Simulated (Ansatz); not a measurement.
This concerns the formation energy of NaCl (rock salt, Fm-3m) from the elements. Reaction: Na (bcc) + 1/2 Cl2 (gas) → NaCl (rock salt). The sign is products less reactants. The value is per atom of the solid.

NaCl (rock salt, Fm-3m), 2 atoms in the cell, k-point mesh 10×10×10 on the run's own vectors.
Space group Fm-3m (No. 225); a = b = c = 5.695 Å, α = β = γ = 90.00°

```tsv
atom	site	symmetry	x	y	z
Na	4a	m-3m	0.0000	0.0000	0.0000
Cl	4b	m-3m	0.5000	0.5000	0.5000
```
(The calculation used a cell of 2 atoms; values per cell refer to that cell.)

Na (bcc, Im-3m), 1 atom in the cell, k-point mesh 20×20×20 on the run's own vectors. Conventional cell: a = b = c = 4.1983 Å, α = β = γ = 90.00°.

An isolated Cl2 molecule (singlet) in a box of 11 × 11 × 14 Å.

Plane-wave PAW calculations with Ansatz (a program for electronic structure), its default PAW set, cutoff 420 eV, 500 eV for r2SCAN. The structures are at rest with PBE; other levels are single points on them, but for the rows marked own geometry. HSE06 runs on coarser k-point meshes, mended by the PBE difference between the two meshes. Some cells are metallic or hold partly filled levels, where a hybrid on a coarse mesh is less sure. Neutral cells; Fermi-Dirac smearing of at most 0.10 eV in the solids, energies taken to zero width. The lattices are those relaxed with PBE, so at other levels the solids can be strained, which adds to the spread. A dispersion term (D3(BJ), or D4 for r2SCAN) was computed beside these levels and is taken off wherever the name lacks it. Nuclei at rest; no vibrational terms.

Predict the value from r2SCAN (own geometry).

-2.10 eV/atom, for Na (bcc) + 1/2 Cl2 (gas) → NaCl (rock salt).

How does the value move with the functional?


```csv
Level,value (eV/atom),less r2SCAN (own geometry)
PBE+D3(BJ),-1.97,0.13
r2SCAN+D4,-2.13,-0.03
HSE06,-1.94,0.16
HSE06+D3(BJ),-2.08,0.02
```

The levels span 0.19 eV/atom, from r2SCAN+D4 (-2.13) to HSE06 (-1.94).
